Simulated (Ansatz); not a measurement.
Start from GaP in the zinc blende structure (space group F-43m, No. 216; a = 5.4517 Å). Axes: x, y, z lie along the cube axes.

Calculations: Ansatz (a quantum-chemistry and plane-wave program), r2SCAN, PAW, cutoff 500 eV, no spin-orbit coupling, earlier PAW set.

Before the change:

The valence-band top at Γ comes out as 0.00, 0.00, 0.00 eV.

The change: compressive biaxial strain of 2.24 % in the plane normal to [110], as in epitaxy on a mismatched substrate; the out-of-plane cell vector and the atoms relax.

**Question.** Predict the new valence-band top at Γ.

**Answer.** The valence-band top at Γ (three highest levels, from the VBM) goes from 0.00, 0.00, 0.00 eV to 0.00, -0.06, -0.29 eV.

**Question.** Estimate the effect on the ratio −ε⊥/ε∥.

**Answer.** The ratio −ε⊥/ε∥ comes out as 0.57.

**Question.** Estimate the effect on the in-plane stress.

**Answer.** The mean in-plane stress (compression positive) amounts to +4.6 GPa.

No phonon test of stability was made.
